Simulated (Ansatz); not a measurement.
**A computed series for SnSe: response to strain**

Base system: SnSe in the GeS type structure (space group Pnma, No. 62; a = 11.536 Å, b = 4.121 Å, c = 4.578 Å; layered, stacked along the Cartesian x axis). Axes: x, y, z lie along a, b, c of the conventional cell.

Strains are applied to the cell and any free atomic positions relax; under biaxial strain the out-of-plane vector relaxes too.

Computed with r2SCAN+rVV10 in Ansatz (plane waves to 500 eV, PAW, no spin-orbit coupling).

Task: Only one of these has no band gap. Which?
A) isotropic strain −5.52 %
B) biaxial strain +4.24 %, plane normal [001], relaxed out of plane
C) biaxial strain −0.25 %, plane normal [001], relaxed out of plane
D) uniaxial strain ε_zz = −5.07 %

Result: A, isotropic strain −5.52 %. Computed: biaxial strain +4.24 %, plane normal [001], relaxed out of plane: 0.89 eV; isotropic strain −5.52 %: zero; biaxial strain −0.25 %, plane normal [001], relaxed out of plane: 0.87 eV; uniaxial strain ε_zz = −5.07 %: 0.49 eV

The mesh was chosen for an insulator and is coarse for the gapless case. Stability against distortions was not tested. The final runs are not spin-polarised. A zero or small gap of SnSe under isotropic strain −5.52 % can be the functional's error rather than a property of the material.

Ansatz is a program for electronic structure.
